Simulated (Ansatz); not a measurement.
How the lattice parameter c of Si (model structure, started from the Ge type, P4₃2₁2, No. 96, 12 atoms in the cell) moves with the method

No measured value is used here.

```
level (code)         value (Å)
-------------------  ---------
LDA (Ansatz)             6.697
PBE (Ansatz)             6.829
PBEsol (Ansatz)              ?
PBE-D3(BJ) (Ansatz)      6.683
r²SCAN (Ansatz)          6.851
```

Q: Complete the blanks.

A: 
- PBEsol (Ansatz, a first-principles code), value (Å): 6.725

Cutoffs differ between the levels. Ansatz's density-functional and Hartree–Fock values are scalar-relativistic unless marked +SOC, with PAW data made under PBE.

A model structure was made by putting elements into a prototype or built by hand; it is no filed structure, need not be a known phase, and can be a saddle point held by its symmetry.
